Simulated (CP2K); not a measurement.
Band structure of SrTe (Fm-3m, 2 atoms in the cell).

```yaml
crystal:
  lattice:
    - [4.71781, 0.00000, 0.00000]
    - [2.35890, 4.08574, 0.00000]
    - [2.35890, 1.36191, 3.85207]
  atoms:
    - { symbol: Sr, position: [0.00000, 0.00000, 0.00000] }
    - { symbol: Te, position: [0.50000, 0.50000, 0.50000] }
```

Method of the run: CP2K 2026.2 with PBE, GPW, DZVP-MOLOPT-SR-GTH basis, GTH-PBE potentials (GTH_POTENTIALS).

Settings: CUTOFF = 500 Ry; REL_CUTOFF = 50 Ry; SMEAR/METHOD = FERMI_DIRAC; ELECTRONIC_TEMPERATURE = 116.05 K; KPOINTS/SCHEME = MONKHORST-PACK 9 9 9; XC_FUNCTIONAL = PBE; Sr/BASIS_SET = DZVP-MOLOPT-SR-GTH-q10; Sr/POTENTIAL = GTH-PBE-q10; Te/BASIS_SET = DZVP-MOLOPT-SR-GTH-q6; Te/POTENTIAL = GTH-PBE-q6; METHOD = GPW; EPS_DEFAULT = 1e-10; EXTRAPOLATION = USE_GUESS; NGRIDS = 5.

The starting cell has typed, rounded lattice constants, without a prior relaxation at this level. Its lattice was rescaled by a random factor within 2.5 % of one. Spin-orbit coupling is off. Values carry the incompleteness of an atom-centred basis.

Question: Predict the gap along the standard path and the places of the band edges.

Answer: The gap along the path is 2.09 eV, from Γ to X; the smallest direct gap on it is 2.80 eV.

Levels in eV from the top of the valence band on the SCF mesh, bands 5 to 9:
```
point      5      6      7      8     9
-----  -----  -----  -----  -----  ----
Γ      -9.95   0.00   0.00   0.00  2.80
X      -9.46  -2.03  -0.76  -0.76  2.09
W      -9.37  -1.63  -1.63  -1.55  4.42
K      -9.38  -1.84  -1.80  -0.99  3.19
L      -9.28  -2.89  -1.14  -1.14  3.98
U      -9.38  -1.84  -1.80  -0.99  3.19
```

Higher empty bands are left out: an atom-centred basis made for the valence describes them poorly.
